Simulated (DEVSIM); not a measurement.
System: abrupt Si n-p junction, at 300 K.

| layer (left to right) | material | thickness (μm) | Nd (cm⁻³) | Na (cm⁻³) | τn (s) | τp (s) |
|---|---|---|---|---|---|---|
| 1 | Si | 0.340 | 6e15 | - | 1.6e-5 | 1.6e-5 |
| 2 | Si | 65.0 | - | 1e15 | 1.6e-5 | 1.6e-5 |

Left contact: ohmic. Right contact: ohmic. Voltage is applied to the left contact. Recombination: SRH at mid-gap, Auger. Mobility is constant in doping.

The device is made up for the run: typed textbook-type constants, with dimensions and the other settings drawn at random. Values at 300 K.

| parameter | Si |
|---|---|
| gap (eV) | 1.124 |
| affinity (eV) | 4.05 |
| permittivity | 11.7 |
| Nc (cm⁻³) | 2.86e19 |
| Nv (cm⁻³) | 3.1e19 |
| μn (cm²/Vs) | 1417 |
| μp (cm²/Vs) | 470 |
| Cn (cm⁶/s) | 2.8e-31 |
| Cp (cm⁶/s) | 9.9e-32 |

Model (solved in DEVSIM): 1D drift-diffusion, Boltzmann statistics, complete ionisation; no tunnelling, impact ionisation, image-force lowering or self-heating.

Q: Give the dark forward current.

A: 
(V (V), J (A/cm²)): (-0.05, -1.2e-8); (-0.10, -8.9e-8); (-0.15, -6.0e-7); (-0.20, -4.0e-6); (-0.30, -0.00018); (-0.35, -0.0012); (-0.40, -0.0079); (-0.45, -0.047); (-0.50, -0.20); (-0.55, -0.55); (-0.60, -1.1); (-0.70, -2.8); (-0.75, -4.0); (-0.80, -5.4); (-0.85, -7.1); (-0.90, -9.0); (-0.95, -11); (-1.05, -16); (-1.10, -19); (-1.15, -22); (-1.20, -25); (-1.25, -29); (-1.30, -33); (-1.35, -37); (-1.45, -46); (-1.50, -50); (-1.55, -55); (-1.60, -61)
